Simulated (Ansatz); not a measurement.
Levels about the gap of amorphous Ge₁₄Sb₁₄S₃₂ (60 atoms in a cell of 1497 Å³, 4.16 g/cm³; zone centre alone, so wide bands show as single levels with stretches between that a denser mesh fills), at the geometry that PBE-D3(BJ) relaxed, where it gives 0.4 GPa on a denser mesh. The participation number counts the atoms over which a state spreads; weights are charges in smoothed Voronoi cells. The levels come from a single point, so bond lengths are those of that geometry. Method of the levels: PBE-D3(BJ), scalar-relativistic without spin-orbit coupling (Ansatz, a quantum-chemistry and plane-wave program). Sampling: the zone centre alone; Fermi-Dirac width 0.05 eV; no spin polarisation.

Preparation: random packing, a CHGNet melt and quench, and a DFT relaxation. The hot cell started wider than the set density and was brought back towards it in steps. It is the lowest in DFT energy of 3 quenches. It is a model cell: composition and starting density were chosen by hand, and all elements were melted together. The geometry includes D3(BJ) dispersion. Its density started from a set value of 3.68 and ended at 4.16 g/cm³. Cooling (nominally 83 K/ps over its main leg) ran many orders faster than in experiment, which tends to leave more defects and strain. Values belong to this one cell and scatter from quench to quench. Volume and shape were free in the relaxation. Stress components on the final sampling reach 0.6 GPa. Cycles of charging lowered its energy after that relaxation.

```
E - E(highest filled), eV  filling  participation number        largest on  weight S  weight Sb  weight Ge
-------------------------  -------  --------------------  ----------------  --------  ---------  ---------
-0.57                       filled                  31.0   S, 2 neighbours      0.60       0.23       0.18
-0.49                       filled                  30.4   S, 2 neighbours      0.65       0.16       0.19
-0.45                       filled                  20.3   S, 2 neighbours      0.64       0.27       0.09
-0.30                       filled                  27.6   S, 2 neighbours      0.55       0.34       0.11
-0.10                       filled                  30.3   S, 1 neighbours      0.53       0.32       0.14
-0.05                       filled                  34.4  Sb, 3 neighbours      0.50       0.37       0.13
0.00                        filled                  21.3  Sb, 4 neighbours      0.48       0.40       0.12
0.71                         empty                  24.9  Sb, 4 neighbours      0.39       0.44       0.17
0.93                         empty                  29.3  Sb, 3 neighbours      0.44       0.33       0.23
1.07                         empty                  31.4  Sb, 3 neighbours      0.39       0.37       0.24
1.19                         empty                  30.1  Sb, 5 neighbours      0.40       0.44       0.16
1.36                         empty                  35.6  Sb, 3 neighbours      0.44       0.34       0.22
1.39                         empty                  40.5  Sb, 3 neighbours      0.41       0.37       0.22
1.44                         empty                  37.5  Sb, 3 neighbours      0.42       0.31       0.27
```

Most localised among these is the filled level at -0.45 eV, on a S atom, which has 2 neighbours (Ge 2.33 Å, Sb 2.65 Å).
